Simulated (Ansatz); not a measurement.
How far PBE and PBEsol part for hypothetical diamond Tl, pressure 0.3 GPa

Start from Tl in the diamond structure (space group Fd-3m, No. 227; a = 7.117 Å; a hypothetical phase, not in the database extracts checked).

(Cell as relaxed with PBE.)

Levels (all Ansatz, an electronic-structure program, PAW): PBE (420 eV, scalar-relativistic without spin-orbit coupling); PBEsol (420 eV, no spin-orbit coupling).

Each level relaxes its own structure.

```tsv
base	PBE	PBEsol
volume per atom	45.05 Å³	40.51 Å³
lattice parameter a	13.448 bohr	12.980 bohr
band gap	zero	zero
```

One thing is altered: cell and atoms relaxed at a pressure of 0.3 GPa.

```csv
quantity,PBE,PBEsol
volume per atom,44.11 Å³,(withheld)
band gap,zero,(withheld)
```

Task: Predict the PBEsol column.

Result: 
- volume per atom, PBEsol: 39.92 Å³
- band gap, PBEsol: zero

PBE's volume per atom lies 4.19 Å³ above PBEsol's (10.5 %); the two agree on the band gap. Neither level is exact; PBEsol is the comparison here, not a measurement.

Load acts through the strain it causes; cell and atoms are relaxed under it. No phonon test of stability was made.
